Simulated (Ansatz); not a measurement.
# VSi2 (space group P6_222, No. 180)

```cif
data_Si6V3
_chemical_formula_sum 'V3 Si6'
_space_group_name_H-M_alt 'P 1'
_space_group_IT_number 1
_cell_length_a 4.52315
_cell_length_b 4.52315
_cell_length_c 6.32002
_cell_angle_alpha 90.000
_cell_angle_beta 90.000
_cell_angle_gamma 120.000
loop_
_space_group_symop_operation_xyz
  'x, y, z'
loop_
_atom_site_label
_atom_site_type_symbol
_atom_site_fract_x
_atom_site_fract_y
_atom_site_fract_z
_atom_site_occupancy
V1 V 0.50000 0.00000 0.00000 1
V2 V 0.50000 0.50000 0.33333 1
V3 V 0.00000 0.50000 0.66667 1
Si1 Si 0.16321 0.32642 0.00000 1
Si2 Si 0.83679 0.16321 0.33333 1
Si3 Si 0.67358 0.83679 0.66667 1
Si4 Si 0.83679 0.67358 0.00000 1
Si5 Si 0.16321 0.83679 0.33333 1
Si6 Si 0.32642 0.16321 0.66667 1
```

The values are results of PBEsol (Ansatz, a program for electronic structure; PAW; 420 eV plane waves; without spin-orbit coupling), not measurements. Settings: 12×12×8 k-points, 0.05 eV Fermi–Dirac smearing.

The volume per atom is 12.44 Å³ and the density is 4.77 g/cm³. The band gap is zero and the total energy is -1376.684 eV/atom (σ→0; compares only within this code and set-up).

Whether these cells are dynamically stable was not tested. Seeded moments were not kept for the base. The final runs are not spin-polarised. An odd electron count without spin: VSi2.
